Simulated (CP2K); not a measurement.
Band structure of Ba (Im-3m, 1 atom in the cell).

```yaml
crystal:
  lattice:
    - [4.35614, 0.00000, 0.00000]
    - [-1.45205, 4.10701, 0.00000]
    - [-1.45205, -2.05350, 3.55678]
  atoms:
    - { symbol: Ba, position: [0.00000, 0.00000, 0.00000] }
```

Method: PBE, GPW, DZVP-MOLOPT-PBE-GTH basis, GTH-PBE potentials (POTENTIAL_UZH) run with CP2K.

Settings: CUTOFF = 500 Ry; REL_CUTOFF = 40 Ry; SMEAR/METHOD = GAUSSIAN; SIGMA = 0.1 eV; KPOINTS/SCHEME = MONKHORST-PACK 12 12 12; GAMMA_CENTERED = T; XC_FUNCTIONAL = PBE; Ba/BASIS_SET = DZVP-MOLOPT-PBE-GTH-q10; Ba/POTENTIAL = GTH-PBE-q10; METHOD = GPW; EPS_DEFAULT = 1e-11; EXTRAPOLATION = USE_GUESS; NGRIDS = 5; SCF_GUESS = ATOMIC.

The starting cell has typed, rounded lattice constants, without a prior relaxation at this level. Its lattice was rescaled by a random factor within 2.5 % of one. Values carry the incompleteness of an atom-centred basis.

Levels in eV from the Fermi level, bands 2 to 7:
```tsv
point	2	3	4	5	6	7
Γ	-13.94	-13.94	-13.94	-2.93	1.83	1.83
H	-14.26	-14.26	-14.26	-0.36	-0.36	4.66
N	-14.40	-14.09	-13.95	-1.02	0.77	1.14
P	-14.17	-14.17	-14.17	0.41	0.41	0.41
```

Bands cross the Fermi level along this path, so the cell is metallic at this level.

Higher empty bands are left out: an atom-centred basis made for the valence describes them poorly.
